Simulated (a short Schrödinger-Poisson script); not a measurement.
Structure: MOS inversion layer, SiO2 on p-type Si(110), at 300 K.

From the gate side: 1.4 nm SiO2; 340 nm Si, acceptors 1.6e18 cm⁻³.

The device is made up for the run: typed textbook-type constants, with dimensions and the other settings drawn at random. SiO2: permittivity 3.9, conduction-band edge (eV) 3.15, gap (eV) 9, electron mass (mₑ) 0.5. Si: permittivity 11.7, conduction-band edge (eV) 0, gap (eV) 1.124, Nv at 300 K (cm⁻³) 3.1e19.

Channel valleys (confinement mass, in-plane density-of-states mass, number): Δ4 0.315, 0.324, 4; Δ2 0.19, 0.417, 2. At the gate the conduction-band edge of layer 1 lies 3.33 eV − eVg above the Fermi level of the channel; the field vanishes at the back. Gaps are held at their typed values at every temperature. Mesh 0.03 nm at interfaces.

From a short Schrödinger-Poisson script (our own, NumPy): 1D Poisson equation in equilibrium, electrons quantum, Hartree (BenDaniel-Duke, 12 states a valley, the channel's in-plane mass for all, wave functions free to enter the dielectric), parabolic valleys, classical holes, full ionisation, no traps, pinning or gate leakage.

```csv
Vg (V),electrons (cm⁻²),C (μF/cm²),Δ4 E0 (meV from the Fermi level),Δ2 E0 (meV from the Fermi level)
0.4,1.56e9,0.331,241.3,265.1
0.45,7.46e9,0.349,200.8,225.0
0.5,3.40e10,0.445,161.5,186.0
0.55,1.30e11,0.720,126.7,151.5
0.6,3.55e11,1.09,100.4,125.7
0.65,7.05e11,1.36,82.4,108.0
0.7,1.14e12,1.53,69.7,95.7
0.75,1.62e12,1.63,60.2,86.6
0.8,2.13e12,1.71,52.7,79.5
0.85,2.66e12,1.76,46.4,73.7
0.9,3.21e12,1.80,41.1,68.8
0.95,3.78e12,1.83,36.5,64.5
1,4.35e12,1.85,32.4,60.8
1.05,4.93e12,1.88,28.6,57.4
1.1,5.52e12,1.90,25.2,54.4
1.15,6.11e12,1.91,22.1,51.7
1.2,6.71e12,1.93,19.2,49.1
```

Gate voltages with under 1e9 electrons/cm² are left out.

Question: At Vg = 1.2 V the lowest Δ4 subband lies at 19.2 meV from the Fermi level. How many electrons does it hold, and what share of all?

Answer: The two-dimensional density of states is g m/(πħ²) = 5.41e11 cm⁻² meV⁻¹ (both spins), kT = 25.9 meV, so n = D kT ln(1 + exp(−E/kT)) = 5.45e12 cm⁻², 0.81 of the 6.71e12 cm⁻² in all.

Question: Compare the slope of the sheet density between 1.1 and 1.2 V with the geometric capacitance of the layers between gate and channel.

Answer: q Δn/ΔV = 1.91 μF/cm²; ε0/Σ(t/ε) = 2.47 μF/cm². The ratio is 0.77: the channel acts as a further capacitance in series.
